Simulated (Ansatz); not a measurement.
The parent structure is CsPbBr3 in the cubic perovskite structure (space group Pm-3m, No. 221; a = 5.9376 Å).

Method: r2SCAN (Ansatz, a first-principles code, PAW, scalar-relativistic without spin-orbit coupling).

Base values:

- Shortest interatomic distance = 2.969 Å
- Electron mass = 0.091, 0.82, 0.82 mₑ (at R)
- Band gap = 2.03 eV

Modification: full substitution Pb → Ge; the structure is relaxed again.

### Question
How does this affect the shortest interatomic distance?

### Answer
The shortest interatomic distance falls by 0.197 Å, from 2.969 Å to 2.772 Å.

### Question
How does this affect the electron mass?

### Answer
The electron mass (degenerate bands, along [100]) changes from 0.091, 0.82, 0.82 mₑ (at R) to 0.046, 0.85, 0.85 mₑ (at R).

### Question
What does the calculation give for the band gap after the change?

### Answer
The band gap drops by 1.32 eV, from 2.03 eV to 0.71 eV.

With Pb present, leaving out spin-orbit coupling can change the band edges. Effective masses come from finite differences of ±0.01 Å⁻¹. Stability against distortions was not tested. For CsGeBr3 in this form, whether it has been made was not checked. Many cubic perovskites are stable only at high temperature; tilts and polar distortions were not tested. This is not the structure that CsPbBr3 has at room temperature and ambient pressure.
